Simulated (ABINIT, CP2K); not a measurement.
A CP2K input for a self-consistent single point of SrPd2 (Fd-3m, 6 atoms in the cell) (DFT PBEsol, GPW, DZVP-MOLOPT-SR-GTH basis, GTH-PBE potentials (GTH_POTENTIALS)):

```
&GLOBAL
  PROJECT srpd2
  RUN_TYPE ENERGY_FORCE
  PRINT_LEVEL MEDIUM
&END GLOBAL
&FORCE_EVAL
  METHOD Quickstep
  STRESS_TENSOR ANALYTICAL
  &DFT
    BASIS_SET_FILE_NAME BASIS_MOLOPT
    POTENTIAL_FILE_NAME GTH_POTENTIALS
    &QS
      METHOD GPW
      EPS_DEFAULT 1E-11
    &END QS
    &MGRID
      CUTOFF 500
      REL_CUTOFF 60
      NGRIDS 5
    &END MGRID
    &SCF
      SCF_GUESS ATOMIC
      EPS_SCF 1E-6
      MAX_SCF 100
      ADDED_MOS 15
      &DIAGONALIZATION
        ALGORITHM STANDARD
      &END DIAGONALIZATION
      &MIXING
        METHOD BROYDEN_MIXING
        ALPHA 0.3
        NBUFFER 10
      &END MIXING
      &SMEAR ON
        METHOD GAUSSIAN
        SIGMA [eV] 0.136
      &END SMEAR
    &END SCF
    &KPOINTS
      SCHEME MONKHORST-PACK 7 7 7
    &END KPOINTS
    &XC
      &XC_FUNCTIONAL
        &PBE
          PARAMETRIZATION PBESOL
        &END PBE
      &END XC_FUNCTIONAL
    &END XC
    &PRINT
      &MO
        EIGENVALUES T
        OCCUPATION_NUMBERS T
        NDIGITS 8
        FILENAME mo
        &EACH
          QS_SCF 0
        &END EACH
        ADD_LAST NUMERIC
      &END MO
      &MULLIKEN ON
      &END MULLIKEN
    &END PRINT
  &END DFT
  &SUBSYS
    &CELL
      ABC 5.56581400 5.56581459 5.56581389
      ALPHA_BETA_GAMMA 60.00000159 59.99999933 60.00000352
      PERIODIC XYZ
    &END CELL
    &COORD
      Sr       8.34872100     4.82013675     3.40835100
      Sr       5.56581400     3.21342450     2.27223400
      Pd       2.78290700     3.21342463     0.56805850
      Pd       1.39145350     0.80335612     0.56805850
      Pd       4.17436050     0.80335612     0.56805850
      Pd       2.78290700     1.60671213     2.84029250
    &END COORD
    &KIND Sr
      BASIS_SET DZVP-MOLOPT-SR-GTH
      POTENTIAL GTH-PBE-q10
    &END KIND
    &KIND Pd
      BASIS_SET DZVP-MOLOPT-SR-GTH
      POTENTIAL GTH-PBE-q18
    &END KIND
  &END SUBSYS
  &PRINT
    &FORCES ON
    &END FORCES
    &STRESS_TENSOR ON
    &END STRESS_TENSOR
  &END PRINT
&END FORCE_EVAL
```

**Question.** Translate this input to ABINIT.

**Answer.** One input that does it (others would too):

```
# SrPd2, JTH v2.0 PBE PAW
pp_dirpath "./"
pseudos "Sr.GGA_PBE-JTH.xml, Pd.GGA_PBE-JTH.xml"
acell 10.5178645957 10.5178645957 10.5178645957
rprim
        -0.0000000000    0.7071067812    0.7071067812
         0.7071067812   -0.0000000000    0.7071067812
         0.7071067812    0.7071067812   -0.0000000000
natom 6
ntypat 2
znucl 38 46
typat 1 1 2 2 2 2
xred
         0.7500000000    0.7500000000    0.7500000000
         0.5000000000    0.5000000000    0.5000000000
         0.1250000000    0.6250000000    0.1250000000
         0.1250000000    0.1250000000    0.1250000000
         0.6250000000    0.1250000000    0.1250000000
         0.1250000000    0.1250000000    0.6250000000
ecut 24
pawecutdg 48
pawxcdev 0
ixc -116133
occopt 7
tsmear 0.136 eV
nband 58
kptopt 1
ngkpt 7 7 7
nshiftk 1
shiftk 0 0 0
nstep 80
tolvrs 1.0e-11
prtwf 0
prtden 0
prtvol 1
```

Basis settings and potentials, where a program has them, do not carry over. This input uses DFT, PBEsol, plane waves, PAW (JTH v2.0 PBE PAW, files made for PBE). Both were run: pressure -2.21 GPa in CP2K and -3.31 in ABINIT.

On ABINIT: the starting cell comes from a database of computed structures (which also holds hypothetical and non-ambient phases and stackings), without a prior relaxation at this level. Spin polarisation is off. The potentials were made for another functional than the one used. With a pressure of about -3 GPa the cell is away from its equilibrium volume at this level.

On CP2K: the starting cell comes from a database of computed structures (which also holds hypothetical and non-ambient phases and stackings), without a prior relaxation at this level. Spin polarisation is off. Values carry the incompleteness of an atom-centred basis. The potentials were made for another functional than the one used.
